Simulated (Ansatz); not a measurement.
The starting structures come from a database of crystals and need not be the phases stable at ambient conditions.

Tunnelling through a barrier is set by its complex band structure: the current falls as exp(−2κd) with the smallest κ.

Given:

```
Cu2RbBr3
1.0
    5.20152     0.00000     0.00000
    0.00000     8.18292     0.00000
    0.00000     1.89078     7.96148
Rb Cu Br
2 4 6
Cartesian
  1.30038   7.05350   5.57455
  3.90114   3.02020   2.38693
  0.00000   7.10149   1.36834
  0.00000   2.97221   6.59314
  2.60076   2.97221   6.59314
  2.60076   7.10149   1.36834
  1.30038   5.06686   1.27830
  3.90114   5.00684   6.68318
  3.90114   7.65923   3.32710
  1.30038   2.41447   4.63438
  1.30038   1.08685   0.85896
  3.90114   8.98685   7.10252
```

Space group of this cell: Cmcm. The cell is taken as given.

Transport runs along the normal of the first two printed cell vectors.

The gap is the functional's own, uncorrected, and κ follows it; spin-orbit coupling is left out. Mid-gap values are interpolated between the computed energies.

Task: Predict the band gap and the smallest decay constant κ at mid-gap from r2SCAN (Ansatz, a program for electronic structure).

Result: Gap 2.14 eV on a 6×4×4 mesh; κ = 0.241 1/Å, at the zone centre.
